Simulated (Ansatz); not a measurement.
Defect: interstitial H in chalcopyrite CuGaSe2, charge state +1. Computed with PBE, PAW (plane waves to 420 eV; Ansatz, a program for electronic structure).

Settings: 64 host sites, the relaxed PBE lattice, one k-point at (0.250, 0.250, 0.250), smearing 0.05 eV, spin-restricted, no image-charge correction. Energies are static. PBE gaps are too small, and in this host the defect's levels may merge with the bands. The charge state is imposed; whether it is stable for some Fermi level was not computed. Sites that were not tried may lie lower.

Barriers: single points on a 2×2×2 k-point mesh shifted by half a step at the bands' geometries.

The step: several atoms move together, H the farthest. Atoms about the jump, Cartesian Å from the middle of the jump, before and after:

```
atom     x0     y0     z0     x1     y1     z1
----  -----  -----  -----  -----  -----  -----
H1     0.73   0.10  -0.64  -0.73  -0.10   0.64
Cu2   -0.47   1.05   0.33   0.22   1.09  -0.35
Se3    1.44  -0.89  -1.61   1.29  -0.71  -1.48
Se4   -1.57  -0.72   1.43  -1.73  -0.85   1.57
Ga5    2.83  -2.21   0.08   2.75  -2.09   0.00
Ga6   -0.08  -2.12   2.84  -0.01  -2.20   2.91
Cu7   -0.18  -2.17  -2.88  -0.13  -2.11  -2.85
Ga8   -2.97  -2.13  -0.03  -3.05  -2.20  -0.12
Se9    1.32   2.13   1.44   1.36   2.15   1.43
Se10   1.29  -3.59   1.40   1.31  -3.57   1.37
Se11  -1.51  -3.55  -1.41  -1.49  -3.55  -1.44
Se12  -1.53   2.19  -1.45  -1.56   2.18  -1.45
```

### Question
Give the saddle-point geometry and the barrier.

### Answer

```csv
atom,x,y,z
H1,0.03,-0.68,0.03
Cu2,-0.15,0.87,0.00
Se3,1.26,-0.77,-1.43
Se4,-1.53,-0.69,1.39
Ga5,2.77,-2.15,0.04
Ga6,-0.06,-2.13,2.85
Cu7,-0.14,-2.14,-2.85
Ga8,-2.98,-2.13,-0.07
Se9,1.33,2.15,1.41
Se10,1.31,-3.59,1.40
Se11,-1.50,-3.55,-1.43
Se12,-1.52,2.20,-1.46
```
It lies 0.41 eV above the start and 0.41 eV above the end. The saddle point's order was not checked.
